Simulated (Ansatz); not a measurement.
Data:

```
ZrO2
1.0
    5.23347     0.00000     0.00000
    0.00000     5.02853     0.00000
    0.00000     0.00000     5.04365
Zr O
4 8
Cartesian
  0.16570   1.34698   1.23917
  5.06777   3.68155   3.76100
  2.78244   3.68155   1.23917
  2.45104   1.34698   3.76100
  1.93441   0.36818   0.56454
  3.29906   4.66035   3.08636
  4.55114   4.66035   0.56454
  0.68233   0.36818   3.08636
  1.22809   2.71679   5.03547
  4.00538   2.31173   2.51365
  3.84483   2.31173   5.03547
  1.38864   2.71679   2.51365
```

No spin polarisation.

The values are results of Kohn–Sham DFT with the PBEsol functional, run in Ansatz (a quantum-chemistry and plane-wave program) with PAW and 420 eV plane waves, no SOC, not measurements. k-mesh 5×5×5 (Γ-centred); smearing 0.05 eV (Fermi–Dirac).

Question: Predict the valence-band top at Γ, width of the top valence band, gap character and smallest direct gap.

Answer: 
- Valence-band top at Γ (three highest levels, from the VBM) = 0.00, -0.10, -0.23 eV
- Width of the top valence band = 0.82 eV
- Gap character = indirect, Γ → Y
- Smallest direct gap = 3.98 eV

Load acts through the strain it causes; cell and atoms are relaxed under it. Whether these cells are dynamically stable was not tested. The cell was made from ZrO$_{2}$ (space group Pca2_1, No. 29) by this change: pressure 3 GPa. This is not the structure that ZrO2 has at room temperature and ambient pressure.
